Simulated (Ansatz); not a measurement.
Faces of bcc Fe, ferromagnetic, relaxed in 1x1 cells (a = 2.831 Å). A vicinal face is read as terraces and steps: γ(θ) = γ(terrace)·cos θ + (β/h)·sin θ, with θ the angle to the terrace, h the step's height and β the energy a length of step; on such narrow terraces β holds the steps' interaction too.

Method: PBE (plane waves to 420 eV, PAW; Ansatz, a first-principles code).

| face | γ (J/m²) |
|---|---|
| (100) | 2.59 |
| (110) | 2.50 |
| (111) | 2.78 |
| (210) | 2.63 |
| (211) | 2.65 |
| (221) | 2.72 |
| (310) | 2.60 |
| (332) | 2.72 |

What step energy does (210) give on (110) terraces?

θ = 18.4°, h = a/√2 = 2.00 Å, so β = (2.63 − 2.50·cos θ)·h / sin θ = 102 meV/Å (1 J/m² = 62.4 meV/Å²).

What step energy does (211) give on (110) terraces?

θ = 30.0°, h = a/√2 = 2.00 Å, so β = (2.65 − 2.50·cos θ)·h / sin θ = 121 meV/Å (1 J/m² = 62.4 meV/Å²).

What step energy does (210) give on (100) terraces?

θ = 26.6°, h = a/2 = 1.42 Å, so β = (2.63 − 2.59·cos θ)·h / sin θ = 62 meV/Å (1 J/m² = 62.4 meV/Å²).
